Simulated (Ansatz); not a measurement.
Consider TiB2 (space group P6/mmm, No. 191; a = 3.032 Å, c = 3.224 Å).

(Cell as relaxed with PBE.)

Levels (all Ansatz, a program for electronic structure, PAW, earlier PAW set): PBE (420 eV, scalar-relativistic without spin-orbit coupling); r2SCAN (500 eV, no spin-orbit coupling).

Each level relaxes its own structure.

```
base                     PBE   r2SCAN
-------------------  -------  -------
volume per atom      8.56 Å³  8.52 Å³
lattice parameter a  3.032 Å  3.025 Å
band gap                zero     zero
```

It is then changed as follows: a hydrostatic pressure of 9 GPa.

```
quantity                 PBE  r2SCAN
-------------------  -------  ------
c/a ratio              1.059     [?]
lattice parameter a  3.002 Å     [?]
```

### Question
Predict the r2SCAN column.

### Answer

- c/a ratio, r2SCAN: 1.061
- lattice parameter a, r2SCAN: 2.996 Å

PBE's c/a ratio lies 0.002 below r2SCAN's; PBE's lattice parameter a lies 0.006 Å above r2SCAN's (0.2 %). Neither level is exact; r2SCAN is the comparison here, not a measurement.

Load acts through the strain it causes; cell and atoms are relaxed under it. No phonon test of stability was made. Competing high-pressure phases were not computed. All final runs are without spin polarisation.
